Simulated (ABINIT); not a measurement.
**Cost against accuracy: ngkpt for RbPdCl3 (Pm-3m, 5 atoms in the cell)**

```yaml
crystal:
  lattice:
    - [4.93184, 0.00000, 0.00000]
    - [0.00000, 4.93184, 0.00000]
    - [0.00000, 0.00000, 4.93184]
  atoms:
    - { symbol: Rb, position: [0.00000, 0.00000, 0.00000] }
    - { symbol: Pd, position: [0.50000, 0.50000, 0.50000] }
    - { symbol: Cl, position: [0.00000, 0.50000, 0.50000] }
    - { symbol: Cl, position: [0.50000, 0.00000, 0.50000] }
    - { symbol: Cl, position: [0.50000, 0.50000, 0.00000] }
```

Level of theory: PBEsol, PAW (JTH v2.0 PBE PAW, files made for PBE) (plane waves; ABINIT).

Base settings: pseudos = [Rb.GGA_PBE-JTH.xml, Pd.GGA_PBE-JTH.xml, Cl.GGA_PBE-JTH.xml]; ecut = 26 Ha; pawecutdg = 52 Ha; pawxcdev = 0; ixc = -116133; occopt = 3; tsmear = 0.00499791 Ha; ngkpt = 4 4 4; nshiftk = 1; shiftk = 0.5 0.5 0.5.

Misses are taken against the tightest run, 6 6 6, which need not be fully converged itself. The energy is the free energy per atom.

The count of work is k-points × plane waves × bands × iterations; it is no time, and leaves out set-up, grids and terms that scale otherwise. Core times come from one kind of shared machine and are given to one figure; runs under 30 s give none.

The starting cell comes from a database of computed structures (which also holds hypothetical and non-ambient phases and stackings), without a prior relaxation at this level. Its lattice was rescaled by a random factor within 2.5 % of one. Spin polarisation is off. The potentials were made for another functional than the one used.

The runs (ngkpt): 1 1 1 | 2 2 2 | 3 3 3 | 4 4 4 | 5 5 5 | 6 6 6.

Which is the coarsest setting among those run that, with all tighter ones, holds the energy within 20 meV/atom of the reference, and what does it save?

4 4 4, off by 1.6 meV/atom; its saving against the reference is no more than about a factor of 2 in time.

For at most 0.5 times the reference's count of work, which run misses the energy least?

4 4 4, with a miss of 1.6 meV/atom at a count of 0.40.

What does the step from 2 2 2 to 4 4 4 buy?

It takes the miss in the energy from 210 to 1.6 meV/atom, for 4.2 times the count of work and roughly 2 times the time.

```
ngkpt  energy less reference (meV/atom)  pressure less reference (GPa)  count of work / reference  core time / reference (rough)
-----  --------------------------------  -----------------------------  -------------------------  -----------------------------
1 1 1                            822.28                          16.24                      0.049                            0.3
2 2 2                            214.25                           2.42                      0.094                            0.3
3 3 3                             58.14                           0.65                       0.42                            0.5
4 4 4                              1.57                          -0.06                       0.40                            0.6
5 5 5                             -8.39                          -0.13                        1.1                            0.9
6 6 6                              0.00                           0.00                        1.0                              1
```

The last two settings still differ by 8.4 meV/atom, so the table cannot show that the reference is converged.
